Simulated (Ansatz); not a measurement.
**Element substitutions in BaHfO3**

Take BaHfO3 in the cubic perovskite structure (space group Pm-3m, No. 221) as the base.

```cif
data_BaHfO3
_chemical_formula_sum 'Ba1 Hf1 O3'
_space_group_name_H-M_alt 'Pm-3m'
_space_group_IT_number 221
_space_group_name_Hall '-P 4 2 3'
_cell_length_a 4.17705
_cell_length_b 4.17705
_cell_length_c 4.17705
_cell_angle_alpha 90.000
_cell_angle_beta 90.000
_cell_angle_gamma 90.000
loop_
_atom_site_label
_atom_site_type_symbol
_atom_site_symmetry_multiplicity
_atom_site_Wyckoff_symbol
_atom_site_fract_x
_atom_site_fract_y
_atom_site_fract_z
_atom_site_occupancy
Ba1 Ba 1 a 0.00000 0.00000 0.00000 1
Hf1 Hf 1 b 0.50000 0.50000 0.50000 1
O1 O 3 c 0.00000 0.50000 0.50000 1
```

Each row replaces one element on all its sites; cell and atoms are relaxed.

The values are results of Kohn–Sham DFT with the r2SCAN functional, run in Ansatz (a first-principles code) with PAW and 500 eV plane waves, scalar-relativistic without spin-orbit coupling, not measurements.

```tsv
case	shortest interatomic distance	band gap
base	2.089 Å	4.19 eV
Hf → Ti	1.997 Å	2.17 eV
Ba → Cs	2.127 Å	zero
Hf → Zr	2.103 Å	3.73 eV
```

The magnetic state is the one reached from the starting moments; the real material's order can differ, and small cells can't hold many antiferromagnetic ones. With Hf present, leaving out spin-orbit coupling can change the band edges. Stability against distortions was not tested. As relaxed here, CsHfO3 is a hypothetical phase, not in the database extracts checked. Spin-polarised in the final run: CsHfO3; the other runs are not. This is not the structure that BaTiO3 has at room temperature and ambient pressure.
